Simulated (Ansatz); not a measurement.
We consider 1T (CdI2-type) MnI₂, described by rVV10 (plane waves, PAW; Ansatz, a quantum-chemistry and plane-wave program).

Numerical settings: plane-wave cutoff 520 eV, 12×12×6 k mesh (along the axes of the cell as run), Fermi–Dirac smearing 0.01 eV, spin-polarised with parallel moments, scalar-relativistic PAW data made under PBE.

Shape and atoms are relaxed at each volume.

Pressure at four volumes; x = ln(V/33.621 Å³). One pressure is withheld.

```
V (Å³/atom)        x  P (GPa)
-----------  -------  -------
32.276       -0.0408        ?
32.948       -0.0202    0.452
33.621        0.0000    0.000
34.966        0.0392   -0.680
```

Q: Pass a parabola P(x) through the three rows shown, estimate the bulk modulus and its pressure derivative near zero pressure, and predict the withheld pressure.

A: Slopes between the rows: (0.000 − (0.452))/(0.0000 − (-0.0202)) = -22.38 and (-0.680 − (0.000))/(0.0392 − (0.0000)) = -17.35 GPa. Their difference over the span 0.0594 is c = 5.03/0.0594 = 84.7 GPa, so P(x) = 0.452 + (-22.38)(x − (-0.0202)) + 84.7 (x − (-0.0202))(x − (0.0000)). At the middle row B = −dP/dx = −[-22.38 + 84.7 × 0.0202] = 20.7 GPa, and B′ = dB/dP = 2c/B = 8.2. At x = -0.0408 the parabola gives 0.984 GPa; the run gives 0.990 GPa. The Birch–Murnaghan fit to the energies at all volumes has B0 = 20.5 GPa and B′ = 8.6.

Note: the magnetic order was assumed, not searched for or taken from measurement; the bulk modulus comes from volumes at which shape and atoms were relaxed.

Spin–orbit coupling is not included.
